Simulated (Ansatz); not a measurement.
**Effort and miss along a sweep of basis.ecutwfc: Ge (P6/mmm, 3 atoms in the cell)**

```yaml
crystal:
  lattice:
    - [4.79890, 0.00000, 0.00000]
    - [-2.39945, 4.15597, 0.00000]
    - [0.00000, 0.00000, 2.91877]
  atoms:
    - { symbol: Ge, position: [0.00000, 0.00000, 0.00000] }
    - { symbol: Ge, position: [0.33333, 0.66667, 0.50000] }
    - { symbol: Ge, position: [0.66667, 0.33333, 0.50000] }
```

Computed with LDA (PW92), default PAW files made with PBE (plane waves; Ansatz, a first-principles code).

Base settings: basis.ecutwfc = 420 eV; kpoints.mp_grid.grid = 6 6 8; hamiltonian.xc = lda; hamiltonian.pseudopotentials = {kind: paw} (the program's default PAW files); scf.occupations.method = fermi_dirac; scf.occupations.width = 0.05 eV.

Misses are taken against the tightest run, 840 eV, which need not be fully converged itself. The energy is the free energy per atom.

The count of work is k-points × plane waves × bands × iterations; it is no time, and leaves out set-up, grids and terms that scale otherwise. 

Ansatz's pressure holds its estimate of the finite-basis (Pulay) stress, which hides part of the cutoff error; the uncorrected pressure shows it.

The starting cell was generated: these elements placed on a structure prototype, without a prior relaxation; it need not be a known phase or ordering of this composition. In the base run, with a pressure of about -5 GPa the cell is away from its equilibrium volume at this level. Ansatz's pressure includes its estimate of the finite-basis (Pulay) stress.

| basis.ecutwfc | energy less reference (meV/atom) | pressure less reference (GPa) | uncorrected pressure less reference (GPa) | count of work / reference |
|---|---|---|---|---|
| 170 eV | 24084.56 | -13.22 | -767.85 | 0.10 |
| 210 eV | 5906.95 | -1.67 | -252.54 | 0.15 |
| 250 eV | 1225.83 | 1.38 | -70.53 | 0.16 |
| 295 eV | 159.50 | -0.26 | -12.62 | 0.21 |
| 335 eV | 21.00 | 0.04 | -2.02 | 0.25 |
| 380 eV | 2.94 | 0.01 | -0.12 | 0.30 |
| 420 eV | 1.99 | 0.00 | -0.02 | 0.35 |
| 485 eV | 1.00 | 0.00 | -0.03 | 0.44 |
| 545 eV | 0.58 | 0.00 | 0.00 | 0.52 |
| 630 eV | 0.46 | 0.00 | 0.00 | 0.66 |
| 735 eV | 0.17 | 0.00 | -0.01 | 0.82 |
| 840 eV | 0.00 | 0.00 | 0.00 | 1.0 |

Coarsest setting among those run that, with all tighter ones, holds the energy within 10 meV/atom of the reference: 380 eV, off by 2.9 meV/atom; it needs 0.30 of the reference's count of work.

Coarsest setting among those run that, with all tighter ones, holds the energy within 0.5 meV/atom of the reference: 630 eV, off by 0.46 meV/atom; its saving against the reference is no more than about a factor of 2 in the count of work.

The step from 250 eV to 420 eV: it takes the miss in the energy from 1200 to 2.0 meV/atom, for 2.2 times the count of work.

Keys are those of Ansatz 0.2.
